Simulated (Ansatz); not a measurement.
The starting structures come from a database of crystals and need not be the phases stable at ambient conditions.

## Evanescent states of K2NaYF6 (Fm-3m, not sure to be the ambient phase, 10 atoms a cell, 17.7 Å³ an atom, -3 GPa at this level) along the normal of (111)

Level of theory: r2SCAN (plane waves, PAW; Ansatz, a quantum-chemistry and plane-wave program).

The gap is the functional's own. No spin-orbit coupling. Mid-gap values are interpolated on the energy grid.

Energies count from the valence-band top; κ is the least over a 6×6 mesh across the current.

```csv
E (eV),κ (1/Å),where
0.16,0.315,Γ
0.48,0.411,Γ
0.80,0.472,Γ
1.12,0.514,Γ
1.44,0.543,Γ
1.76,[?],Γ
2.08,[?],Γ
2.40,[?],Γ
2.72,[?],Γ
3.04,[?],Γ
3.36,[?],Γ
3.68,[?],Γ
4.00,[?],Γ
4.32,[?],Γ
4.64,[?],Γ
4.96,[?],Γ
5.28,[?],Γ
5.60,0.428,Γ
5.92,0.385,Γ
6.24,0.332,Γ
6.56,0.264,Γ
6.88,0.159,Γ
```

Question: What belongs in the gaps?

Answer: 
- 1.76, κ (1/Å): 0.564
- 2.08, κ (1/Å): 0.577
- 2.40, κ (1/Å): 0.584
- 2.72, κ (1/Å): 0.586
- 3.04, κ (1/Å): 0.585
- 3.36, κ (1/Å): 0.579
- 3.68, κ (1/Å): 0.569
- 4.00, κ (1/Å): 0.556
- 4.32, κ (1/Å): 0.539
- 4.64, κ (1/Å): 0.518
- 4.96, κ (1/Å): 0.493
- 5.28, κ (1/Å): 0.464
